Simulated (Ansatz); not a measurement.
Zinc-blende LiBr (model structure) was calculated with LDA in Ansatz (PAW).

Numerical settings: plane-wave cutoff 500 eV, 10×10×10 k mesh, gaussian smearing 0.02 eV, scalar-relativistic PAW data made under PBE.

Cell (relaxed at this level):

```
CELL_PARAMETERS angstrom
      0.00000     2.84159     2.84159
      2.84159     0.00000     2.84159
      2.84159     2.84159     0.00000
ATOMIC_POSITIONS crystal
  Li 0.00000 0.00000 0.00000
  Br 0.25000 0.25000 0.25000
```

### Question
Give the computed band gap.

### Answer

band gap: 4.85 eV (on the SCF k mesh)

Note: the relaxation could raise the start's symmetry but not lower it, so the cell can be a saddle point.

Spin–orbit coupling is not included.

Cost on a shared machine: about 12 core-seconds (a rough figure).

A model structure was made by putting elements into a prototype or built by hand; it is no filed structure, need not be a known phase, and can be a saddle point held by its symmetry.

Ansatz is an electronic-structure program.
